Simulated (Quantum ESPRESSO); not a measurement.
## Short convergence ladders for YAl₂ (R3m, 6 atoms in the cell)

```xyz
6
Lattice="0.0000 3.9127 3.9127 3.9127 0.0000 3.9127 3.9127 3.9127 0.0000" Properties=species:S:1:pos:R:3 pbc="T T T"
Y      5.8979     5.8979     5.8979
Y      3.9127     3.9127     3.9127
Al     2.9345     0.9782     2.9345
Al     0.9782     0.9782     0.9782
Al     0.9782     2.9345     2.9345
Al     2.9345     2.9345     0.9782
```

Base method: PBEsol, SSSP 1.1.2 efficiency (PBE) pseudopotentials (plane waves; Quantum ESPRESSO 7.5).

Base settings: ecutwfc = 40 Ry; ecutrho = 320 Ry; occupations = smearing; smearing = fermi-dirac; degauss = 0.0073499 Ry; input_dft = pbesol; potentials = {Y: Y_pbe_v1.uspp.F.UPF, Al: Al.pbe-n-kjpaw_psl.1.0.0.UPF}; K_POINTS = automatic 3 3 3 0 0 0; conv_thr = 1e-11 Ry.

The count of work is k-points × plane waves × bands × iterations; it is no time. 

**The cutoff for other potential files**

Level: DFT, PBEsol, plane waves, PSlibrary ultrasoft (PBE) pseudopotentials.

In this ladder: pseudopotentials = {Y: Y.pbe-spn-rrkjus_psl.1.0.0.UPF, Al: Al.pbe-n-rrkjus_psl.1.0.0.UPF}. Moved along: ecutrho.

The second cell is the first with its lattice scaled by 0.98.

The mesh stays at the base's, so the ladder's end is converged at best in this setting alone.

Only quantities that move along the ladder and can be compared are tabulated.

```tsv
ecutwfc	free energy less the last step's (meV/atom)	energy of the compressed cell less the first (meV/atom)	pressure (GPa)	largest difference of a force vector from the last step's (eV/Å)	count of work / last
20 Ry	433.03	25.82	-13.51	0.010	0.099
25 Ry	110.71	9.54	-4.89	0.003	0.13
31 Ry	20.71	13.99	-1.54	0.001	0.18
38 Ry	7.77	14.08	-0.79	0.000	0.26
45 Ry	6.32	14.12	-0.78	0.000	0.33
54 Ry	3.37	14.10	-0.82	0.000	0.44
68 Ry	0.65	14.07	-0.75	0.000	0.66
90 Ry	0.00	14.06	-0.74	0.000	1.0
```

Coarsest ecutwfc that holds the energy of the compressed cell less the first within 1 meV/atom of the last step, with all finer ones: 31 Ry, at 0.18 of the last step's count of work; the step before is off by 4.5 meV/atom.

Coarsest ecutwfc that holds the forces within 0.005 eV/Å of the last step, with all finer ones: 25 Ry, at 0.13 of the last step's count of work; the step before is off by 0.010 eV/Å.

Coarsest ecutwfc that holds the free energy within 2 meV/atom of the last step, with all finer ones: 68 Ry; the step before is off by 3.4 meV/atom.

The energy difference between the two cells stays within 1 meV/atom of the last step's from 31 Ry on, the total only from 68 Ry on: much of the error is common to both cells and cancels.

At the lowest cutoff the pressure lies 12.8 GPa under the last step's, the usual sign of Pulay stress in an incomplete plane-wave basis.

**The density cutoff**

The mesh stays at the base's, so the ladder's end is converged at best in this setting alone.

Only quantities that move along the ladder and can be compared are tabulated.

```csv
ecutrho,free energy less the last step's (meV/atom)
80 Ry,-2.71
120 Ry,-0.31
160 Ry,0.07
200 Ry,-0.03
240 Ry,0.03
320 Ry,-0.01
400 Ry,-0.02
480 Ry,0.00
640 Ry,0.00
```

Coarsest ecutrho that holds the free energy within 2 meV/atom of the last step, with all finer ones: 120 Ry; the step before is off by 2.7 meV/atom.

**The relaxed cell against the cutoff**

On YAl2 (Fd-3m, 6 atoms in the cell): atoms on their sites.

In this ladder: calculation = vc-relax; tprnfor = default; tstress = default. Moved along: ecutrho.

The mesh stays at the base's, so the ladder's end is converged at best in this setting alone.

Only quantities that move along the ladder and can be compared are tabulated.

```tsv
ecutwfc	relaxed volume (Å³/atom)	relaxation steps
20 Ry	19.697	3
24 Ry	19.623	3
28 Ry	19.672	3
34 Ry	19.737	3
40 Ry	19.737	2
48 Ry	19.739	3
60 Ry	19.741	2
80 Ry	19.741	2
```

Coarsest ecutwfc that holds the relaxed volume within 0.099 Å³/atom of the last step, with all finer ones: 28 Ry; the step before is off by 0.12 Å³/atom.

At the lowest cutoff the cell relaxes to a volume 0.2 % smaller than at the highest.

On the base run: the starting cell comes from a database of computed structures (which also holds hypothetical and non-ambient phases and stackings), without a prior relaxation at this level. Its lattice was rescaled by up to half a per cent. One atom was moved a little off its site on purpose. Without a gap this mesh is coarse (it stands for a supercell whose shortest vector is 17 Å).
